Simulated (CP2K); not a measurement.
**Input and output of a self-consistent single point for KI (Fm-3m, 2 atoms in the cell) (CP2K)**

Computed with LDA (Pade form), GPW, DZVP-MOLOPT-SR-GTH basis, GTH-PADE potentials (GTH_POTENTIALS) run with CP2K.

Input as run:

```
&GLOBAL
  PROJECT bulk
  RUN_TYPE ENERGY_FORCE
  PRINT_LEVEL LOW
&END GLOBAL
&FORCE_EVAL
  METHOD Quickstep
  STRESS_TENSOR ANALYTICAL
  &DFT
    BASIS_SET_FILE_NAME BASIS_MOLOPT
    POTENTIAL_FILE_NAME GTH_POTENTIALS
    &QS
      METHOD GPW
      EPS_DEFAULT 1E-10
    &END QS
    &MGRID
      CUTOFF 500
      REL_CUTOFF 40
      NGRIDS 5
    &END MGRID
    &SCF
      SCF_GUESS ATOMIC
      EPS_SCF 1E-6
      MAX_SCF 100
      ADDED_MOS 4
      &DIAGONALIZATION
        ALGORITHM STANDARD
      &END DIAGONALIZATION
      &MIXING
        METHOD BROYDEN_MIXING
        ALPHA 0.4
        NBUFFER 8
      &END MIXING
      &SMEAR ON
        METHOD FERMI_DIRAC
        ELECTRONIC_TEMPERATURE [K] 580.23
      &END SMEAR
    &END SCF
    &KPOINTS
      SCHEME MONKHORST-PACK 3 3 3
    &END KPOINTS
    &XC
      &XC_FUNCTIONAL PADE
      &END XC_FUNCTIONAL
    &END XC
    &PRINT
      &MO
        EIGENVALUES T
        OCCUPATION_NUMBERS T
        NDIGITS 8
        FILENAME mo
        &EACH
          QS_SCF 0
        &END EACH
        ADD_LAST NUMERIC
      &END MO
      &MULLIKEN OFF
      &END MULLIKEN
    &END PRINT
  &END DFT
  &SUBSYS
    &CELL
      A 4.97424900 0.00000000 0.00000000
      B 2.48712400 4.30782600 0.00000000
      C 2.48712400 1.43594200 4.06145700
      PERIODIC XYZ
    &END CELL
    &COORD
      SCALED
      K        0.00000000     0.00000000     0.00000000
      I        0.50000000     0.50000000     0.50000000
    &END COORD
    &KIND K
      BASIS_SET DZVP-MOLOPT-SR-GTH-q9
      POTENTIAL GTH-PADE-q9
    &END KIND
    &KIND I
      BASIS_SET DZVP-MOLOPT-SR-GTH-q7
      POTENTIAL GTH-PADE-q7
    &END KIND
  &END SUBSYS
  &PRINT
    &FORCES ON
    &END FORCES
    &STRESS_TENSOR ON
    &END STRESS_TENSOR
  &END PRINT
&END FORCE_EVAL
```

Output, abridged:

```
 GLOBAL| Method name                                                        CP2K
 GLOBAL| Project name                                                       bulk
 GLOBAL| Run type                                                   ENERGY_FORCE

 TOTAL NUMBERS AND MAXIMUM NUMBERS

  Total number of            - Atomic kinds:                                   2
                             - Atoms:                                          2
                             - Shell sets:                                     2
                             - Shells:                                        11
                             - Primitive Cartesian functions:                 11
                             - Cartesian basis functions:                     29
                             - Spherical basis functions:                     27

  Maximum angular momentum of- Orbital basis functions:                        2
                             - Local part of the GTH pseudopotential:          2
                             - Non-local part of the GTH pseudopotential:      4

 SCF PARAMETERS         Density guess:                                    ATOMIC
                        max_scf:                                             100
                        max_diis:                                              4
                        eps_scf:                                        1.00E-06
                        eps_diis:                                       1.00E-01
                        eps_eigval:                                     1.00E-05
                        level_shift [a.u.]:                             0.000000
                        added MOs                                         4    0
                        Mixing method:                            BROYDEN_MIXING
                                                charge density mixing in g-space
                        Smear method:                                FERMI_DIRAC
                        Electronic temperature [K]:                        580.2
                        Electronic temperature [a.u.]:                  1.84E-03
                        Accuracy threshold:                             1.00E-10
                        No outer SCF

 Extrapolation method: initial_guess

 Number of electrons:                                                         16
 Number of occupied orbitals:                                                  8
 Number of molecular orbitals:                                                12

 Number of orbital functions:                                                 27
 Number of independent orbital functions:                                     27

 SCF WAVEFUNCTION OPTIMIZATION

  Step     Update method      Time    Convergence         Total energy    Change
     1 NoMix/Diag. 0.40E+00      -     2.02565948       -39.8795012882 -3.99E+01
     2 Broy./Diag. 0.40E+00      -     0.03509643       -39.8607722028  1.87E-02
     3 Broy./Diag. 0.40E+00      -     0.02973929       -39.8805089094 -1.97E-02
     4 Broy./Diag. 0.40E+00      -     0.00198407       -39.8899030182 -9.39E-03
     5 Broy./Diag. 0.40E+00      -     0.00028565       -39.8855316309  4.37E-03
     6 Broy./Diag. 0.40E+00      -     0.00017067       -39.8872482616 -1.72E-03
     7 Broy./Diag. 0.40E+00      -     0.00001306       -39.8875809342 -3.33E-04
     8 Broy./Diag. 0.40E+00      -     0.00000790       -39.8875404897  4.04E-05
     9 Broy./Diag. 0.40E+00      -     0.00000006       -39.8875294726  1.10E-05

  *** SCF run converged in     9 steps ***

  Electronic density on regular grids:        -16.0000000000       -0.0000000000
  Core density on regular grids:               15.9999999978       -0.0000000022
  Total charge density on r-space grids:       -0.0000000022
  Total charge density g-space grids:          -0.0000000022

  Overlap energy of the core charge distribution:               0.00000000000000
  Self energy of the core charge distribution:                -81.80748961442467
  Core Hamiltonian energy:                                     18.24330255624611
  Hartree energy:                                              30.17381603978540
  Exchange-correlation energy:                                 -6.49715845424755
  Electronic entropic energy:                                  -0.00000000000000
  Fermi energy:                                                 0.07422484262999

  Total energy:                                               -39.88752947264070
  Total energy (extrapolated to T->0):                        -39.88752947264070

 ENERGY| Total FORCE_EVAL ( QS ) energy [hartree]            -39.887529214650215

 FORCES| Atomic forces [hartree/bohr]
 FORCES|   Atom     x               y               z               |f|
 FORCES|      1  3.39245942E-15  7.27539619E-15  2.73124073E-14   2.84676618E-14
 FORCES|      2 -7.07541473E-15  4.40298949E-15  7.83021222E-15   1.14350354E-14
 FORCES| Sum    -3.68295532E-15  1.16783857E-14  3.51426196E-14
 FORCES| Total atomic force                                       3.72149508E-14

 STRESS| Analytical stress tensor [bar]
 STRESS|                        x                   y                   z
 STRESS|      x       -1.04219628932E+04   1.13916624405E-01   8.05510862582E-02
 STRESS|      y        1.13916624405E-01  -1.04221037766E+04   3.97068368491E-02
 STRESS|      z        8.05510862582E-02   3.97068368491E-02  -1.04221233631E+04
 STRESS| 1/3 Trace                                            -1.04220633443E+04
```

The run converged in 9 iterations.

The starting cell has typed, rounded lattice constants, without a prior relaxation at this level. Its lattice was rescaled by up to half a per cent. Values carry the incompleteness of an atom-centred basis.
